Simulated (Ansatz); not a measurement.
# Pressure series in PtTe2

Start from PtTe₂ (space group P-3m1, No. 164; a = 4.0523 Å, c = 5.0964 Å; layered).

Cell and atoms are relaxed at each pressure.

Level of theory: PBE-D3(BJ) (Ansatz, a first-principles code), without spin-orbit coupling.

Candidates:
(a) pressure 3 GPa
(b) pressure 1.5 GPa
(c) pressure −1 GPa
(d) pressure 5 GPa
(e) pressure 0.3 GPa

Base values:

- c/a ratio = 1.258

Q: Order them by c/a ratio, highest first.

A: (c) pressure −1 GPa (1.268), (e) pressure 0.3 GPa (1.255), (b) pressure 1.5 GPa (1.245), (a) pressure 3 GPa (1.236), (d) pressure 5 GPa (1.225)

Load acts through the strain it causes; cell and atoms are relaxed under it. Whether these cells are dynamically stable was not tested. Competing high-pressure phases were not computed. The final runs are not spin-polarised.
